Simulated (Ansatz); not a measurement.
Start from PbTe in the rock salt structure (space group Fm-3m, No. 225; a = 6.534 Å). Axes: x, y, z lie along the cube axes.

Structures relaxed with r2SCAN (Ansatz, a first-principles code, PAW, no spin-orbit coupling).

Base:

Simulated powder pattern, Cu Kα, λ = 1.54184 Å (kinematic, ideal powder, no thermal factors, no anomalous dispersion; the 14 strongest lines at most, above 2 %, up to 2θ = 90°):

```json
[
 {"2θ (°)": "23.58", "I/Imax (%)": "11", "hkl": "(111)"},
 {"2θ (°)": "27.30", "I/Imax (%)": "100", "hkl": "(200)"},
 {"2θ (°)": "38.99", "I/Imax (%)": "78", "hkl": "(220)"},
 {"2θ (°)": "46.07", "I/Imax (%)": "6.5", "hkl": "(311)"},
 {"2θ (°)": "48.25", "I/Imax (%)": "29", "hkl": "(222)"},
 {"2θ (°)": "56.32", "I/Imax (%)": "14", "hkl": "(400)"},
 {"2θ (°)": "61.90", "I/Imax (%)": "2.9", "hkl": "(331)"},
 {"2θ (°)": "63.69", "I/Imax (%)": "38", "hkl": "(420)"},
 {"2θ (°)": "70.62", "I/Imax (%)": "28", "hkl": "(422)"},
 {"2θ (°)": "75.62", "I/Imax (%)": "2.3", "hkl": "(511)"},
 {"2θ (°)": "83.73", "I/Imax (%)": "9.1", "hkl": "(440)"},
 {"2θ (°)": "88.53", "I/Imax (%)": "2.5", "hkl": "(531)"}
]
```

Perturbation: compressive biaxial strain of 2.08 % in the plane normal to [111], as in epitaxy on a mismatched substrate; the out-of-plane cell vector and the atoms relax.

Task: How do the reflections move or split?

Result: 
Simulated powder pattern, Cu Kα, λ = 1.54184 Å (kinematic, ideal powder, no thermal factors, no anomalous dispersion; the 14 strongest lines at most, above 2 %, up to 2θ = 90°):

```tsv
2θ (°)	I/Imax (%)	hkl
23.98	8.1	(1 1 -1)
27.50	100	(200)
38.72	41	(220)
39.85	38	(2 0 -2)
47.18	7.8	(222)
49.10	21	(2 2 -2)
56.77	14	(400)
63.42	19	(420)
65.01	18	(4 0 -2)
69.32	7.5	(422)
71.60	14	(4 2 -2)
72.35	6.7	(2 2 -4)
83.06	4.7	(440)
85.93	4.4	(4 0 -4)
```

The indices refer to the base's conventional cell; one index is shown for lines that coincide. The space group is now R-3m (No. 166).

Whether these cells are dynamically stable was not tested.
